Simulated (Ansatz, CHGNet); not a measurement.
## How the volume per atom of GeSb4Te7 (P-3m1, No. 164, 12 atoms in the cell; start mp-29641) moves with the method

No measured value is used here.

```json
[
 {"level (code)": "CHGNet 0.3.0", "value (Å³/atom)": "34.78"},
 {"level (code)": "LDA (Ansatz)", "value (Å³/atom)": "29.79"},
 {"level (code)": "PBE (Ansatz)", "value (Å³/atom)": "33.09"},
 {"level (code)": "PBEsol (Ansatz)", "value (Å³/atom)": "30.52"},
 {"level (code)": "PBE-D4 (Ansatz)", "value (Å³/atom)": "30.53"},
 {"level (code)": "r²SCAN (Ansatz)", "value (Å³/atom)": "32.87"},
 {"level (code)": "r²SCAN+rVV10 (Ansatz)", "value (Å³/atom)": "31.71"}
]
```

CHGNet 0.3.0: the cell has another shape than the first-principles one, perhaps another minimum in the same group. CHGNet 0.3.0, LDA, PBE, PBEsol, PBE-D4, r²SCAN, r²SCAN+rVV10: the relaxation could not lower the start's symmetry, so the cell can be a saddle point above a distorted one. PBE-D4: a distance lies near a switch of the dispersion term, which can move the cell. Ansatz's density-functional and Hartree–Fock values are scalar-relativistic unless marked +SOC, with PAW data made under PBE.

Machine-learned potentials (CHGNet 0.3.0) are trained on DFT data: a solid inside that data is no test of them.

A start named mp-… is a Materials Project structure, which need not be a measured phase.

Ansatz is an electronic-structure program.
